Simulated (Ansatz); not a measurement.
# PbSb₂Te₄ (R-3m, No. 166, 7 atoms in the cell; start mp-31507)

The numbers are results of PBEsol (plane waves, PAW; Ansatz, a first-principles code), not measurements.

Numerical settings: plane-wave cutoff 500 eV, 10×10×10 k mesh, Fermi–Dirac smearing 0.05 eV, scalar-relativistic PAW data made under PBE.

Cell (relaxed at this level):

```xyz
7
Lattice="2.1733 1.2547 13.6991 -2.1733 1.2547 13.6991 0.0000 -2.5095 13.6991" Properties=species:S:1:pos:R:3 pbc="T T T"
Sb     0.0000     0.0000    17.5997
Sb     0.0000     0.0000    23.4978
Te     0.0000     0.0000    11.7189
Te     0.0000     0.0000    29.3785
Te     0.0000     0.0000    35.5469
Te     0.0000     0.0000     5.5505
Pb     0.0000     0.0000     0.0000
```

For PbSb₂Te₄ (R-3m, No. 166, 7 atoms in the cell; start mp-31507), the band gap is 0.09 eV (under three smearing widths, so not firm).

Note: the relaxation could not lower the start's symmetry, so the cell can be a saddle point above a distorted one.

Spin–orbit coupling is not included; with these elements it can move the gap by several tenths of an eV or more.

Computing time: very roughly 18 core-minutes.

A start named mp-… is a Materials Project structure, which need not be a measured phase.
